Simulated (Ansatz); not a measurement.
Results of r²SCAN+SOC (Ansatz, a first-principles code, plane waves, PAW) for rock-salt LaTe.

Excerpt of the program's output:

```
Crystal: 2 atoms, lattice volume = 68.467 Å³
Basis set: ecut = 560 eV, 2085 PW (Γ), exchange–correlation on 108×108×108 points (27 copies of the dense FFT grid, shifted against one another)
Bands: 36, of which v1, the nominal top of the filled ones, is band 27 counted from 1 (26 counted from 0)
Symmetry: 48 space group operations + 48 with time reversal
k-points: 145 of 4096
Initial density: superposition of atomic densities (chi_scale 0.1, normalization cell, long waves kept (reshape's long-wave potential 0.00 eV rms))
Functional: x = r2scan, c = r2scan; τ floored in thin density (d = 2e-4 eV/Å³)
spin=Noncollinear: Kerker preconditioning applied to the charge; magnetization (m_x, m_y, m_z) channels mix plain (no charge-response kernel on spin).
SCF 1 converged in 10 iterations: F = -13237.770938 eV  dr2 = 7.24e-11
SCF converged after 10 iterations
Free energy (F): -13237.770938 eV
Internal energy: -13237.760034 eV  (E = F + TS)
E sigma→0 (E₀):  -13237.765486 eV
Fermi energy:    11.416713 eV
--- Forces (eV/Å), atoms counted from 1 ---
  atom   1  La    -0.00000000     0.00000000     0.00000000
  atom   2  Te     0.00000000    -0.00000000    -0.00000000
--- Stress (GPa, compression-positive) ---
       -0.000050       0.000000      -0.000000
       -0.000000      -0.000050       0.000000
        0.000000       0.000000      -0.000050
  P = ⅓ Tr σ = -0.0000 GPa (-0.000 kbar)
```

Question: Write an input file that could have produced this run (the log leaves some choices open).

Answer: Several could match; the one computed here: 
Ansatz 0.2 input:
```yaml
crystal:
  lattice:
    - [0.0, 3.2470108606, 3.2470108606]
    - [3.2470108606, 0.0, 3.2470108606]
    - [3.2470108606, 3.2470108606, 0.0]
  atoms:
    - { symbol: La, position: [0.0, 0.0, 0.0] }
    - { symbol: Te, position: [0.5, 0.5, 0.5] }
basis:
  ecutwfc: 560
  ecutrho_ratio: 4
  xc_grid: 3
kpoints:
  mp_grid: { grid: [16, 16, 16] }
hamiltonian:
  xc: r2scan
  dispersion: none
  pseudopotentials: { kind: paw }
scf:
  occupations: { method: fermi_dirac, width: 0.05 }
  convergence: { dr2_threshold: 0.0000000002 }
output:
  forces: true
  stress: true
  eigenvalues: true
magnetization:
  noncollinear: true
  spin_orbit: true
```

The PAW data were made under PBE.
